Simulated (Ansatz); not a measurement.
Data:

End structure of a constructed model of the (110) surface of bcc Nb, a pseudomorphic layer of Re in the host's stacking (bottom of the slab: a bare face, its two planes held):

```
CELL_PARAMETERS angstrom
      2.86732     0.00000     0.00000
     -0.95577     2.70334     0.00000
      0.00000     0.00000    31.00000
ATOMIC_POSITIONS crystal
  Nb 0.50000 0.50000 0.26571
  Nb 0.00000 0.00000 0.34123
  Nb 0.50000 0.50000 0.41685
  Nb 0.00000 0.00000 0.49223
  Nb 0.50000 0.50000 0.56718
  Nb 0.00000 0.00000 0.64465
  Re 0.50000 0.50000 0.70942
```

Model: 7-atom slab, 14.5 Å thick at the start, 14x14x1 mesh, Fermi-Dirac 0.1 eV, dipole correction, single point; on the structure that PBE left under its start's symmetry; no spin, no spin-orbit, no U. It is one candidate, not shown to be the stable structure of the face.

Task: Give the work function of the top face at the level r2SCAN, at the PBE geometry (Ansatz, a quantum-chemistry and plane-wave program).

Result: 4.56 eV
